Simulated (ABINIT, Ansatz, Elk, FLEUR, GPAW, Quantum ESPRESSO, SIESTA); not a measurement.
## Code comparison for ZnCo2 (P-3m1, 3 atoms in the cell)

Self-consistent single point.

```
CELL_PARAMETERS angstrom
      2.58727     0.00000     0.00000
     -1.29364     2.24064     0.00000
      0.00000     0.00000     6.24990
ATOMIC_POSITIONS crystal
  Zn 0.00000 0.00000 0.00000
  Co 0.33333 0.66667 0.65327
  Co 0.66667 0.33333 0.34673
```
Moments meant for the start (each program seeds them in its own way; μB, in the order of the atoms Zn Co Co): 0.0 3.0 3.0.

All programs got the same cell, k-point mesh and kind of occupations, and the same starting moments (in Ansatz's words: kpoints.mp_grid.grid = 10 10 4; magnetization.spin_polarized = true; scf.occupations.method = gaussian; scf.occupations.width = 0.1 eV); potentials, basis and cutoffs are each program's usual ones.

| code | model | pressure (GPa) | largest force (eV/Å) | size of the net moment (μB/atom) | k-points | cutoff |
|---|---|---|---|---|---|---|
| Elk | LDA (PW92), all-electron FP-LAPW, Elk's shipped species files, default APW+lo basis | – | – | 1.00 | 50 | default |
| SIESTA | LDA PW92, numerical atomic orbitals DZP, PseudoDojo LDA standard norm-conserving potentials (rewritten from UPF to PSML) | -19.42 | 0.438 | 1.00 | 227 | grid 400 Ry |
| Quantum ESPRESSO | LDA (PZ), PSlibrary PAW (LDA) pseudopotentials | -19.21 | 0.240 | 0.99 | 50 | 55 Ry |
| Ansatz | LDA (PW92), PAW files made with PBE | -18.10 | 0.269 | 1.01 | 50 | default |
| FLEUR | LDA (Perdew-Zunger), all-electron FLAPW (FLEUR), scalar-relativistic valence | – | 0.249 | 0.99 | 50 | Kmax 3.8 1/bohr |
| ABINIT | LDA (PW92), PAW (JTH v2.0 LDA PAW) | -18.13 | 0.249 | 1.01 | 50 | 816 eV |
| GPAW | LDA (Perdew-Wang 92), GPAW PAW datasets LDA (gpaw-data 1.0.1) | -17.78 | 0.200 | 1.00 | 50 | 850 eV |

A dash marks a value that a program does not give, or that is left out as unsure.

The spread over the programs that give each value: pressure within 1.64 GPa; largest force within 0.238 eV/Å; size of the net moment within 0.02 μB/atom.

The starting cell comes from a database of computed structures (which also holds hypothetical and non-ambient phases and stackings), without a prior relaxation at this level. Its lattice was rescaled by a random factor within 2.5 % of one. On Ansatz's run: The magnetic order is the one reached from the typed start; others were not searched systematically. In the base run, with a pressure of about -18 GPa the cell is away from its equilibrium volume at this level.

Question: Why do the programs differ, and what cannot be compared?

Answer: Differences of this kind can come from the potentials, where these differ, and from what each basis and cutoff leave unconverged. The valence holds different numbers of electrons (SIESTA 54, Quantum ESPRESSO 30, Ansatz (a program for electronic structure) 46, FLEUR 42, ABINIT 46, GPAW 30). The zero of total energies and Fermi levels follows the potentials and each program's conventions, so they are not compared here. SIESTA uses small atom-centred bases, whose incompleteness enters pressures, forces and empty levels differently from a plane-wave cutoff. Elk and FLEUR treat all electrons, but the usual bases taken here (sphere radii, linearisation, local orbitals, empty states) were not tested for convergence, so the values are no reference for the others. Ansatz's pressure is given at a fixed set of plane waves, as the other plane-wave codes print theirs; with its correction for the finite basis it is -18.01 GPa. The same LDA comes in different parametrisations, which differ slightly. Site moments depend on each program's spheres or projections; the total moment of the cell does not. The programs reduce the same mesh by symmetry to different extents, which changes the work and not the result. In the pressure, SIESTA (by 1.30) and Quantum ESPRESSO (by 1.09) lie more than 1 GPa from the median of the plane-wave programs. In the force vectors, SIESTA (by 0.194) lies more than 0.08 eV/Å from the median of the plane-wave programs.

Keys are those of Ansatz 0.2.
